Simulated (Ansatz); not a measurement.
Consider ZrO₂ in the fluorite structure (space group Fm-3m, No. 225; a = 5.064 Å).

Levels (all Ansatz, a program for electronic structure, PAW): PBEsol (420 eV, without spin-orbit coupling); HSE06 (420 eV, no spin-orbit coupling).

The geometry is relaxed with PBEsol.

| Quantity | Value |
|---|---|
| PBEsol lowest conduction level above the VBM at special points | Γ 3.33 eV; X 3.76 eV; L 4.00 eV |

Problem. Predict the lowest conduction level above the VBM at special points from HSE06.

Solution. The lowest conduction level above the VBM at special points becomes Γ 5.03 eV; X 5.44 eV; L 5.73 eV (PBEsol: Γ 3.33 eV; X 3.76 eV; L 4.00 eV).

Single points use the geometry relaxed with PBEsol. HSE06 was sampled on its mesh, a few special points and the semilocal edge points, so its gap is an upper bound. The levels and masses belong to the bands next to the band gap. Whether these cells are dynamically stable was not tested. This is not the structure that ZrO2 has at room temperature and ambient pressure.
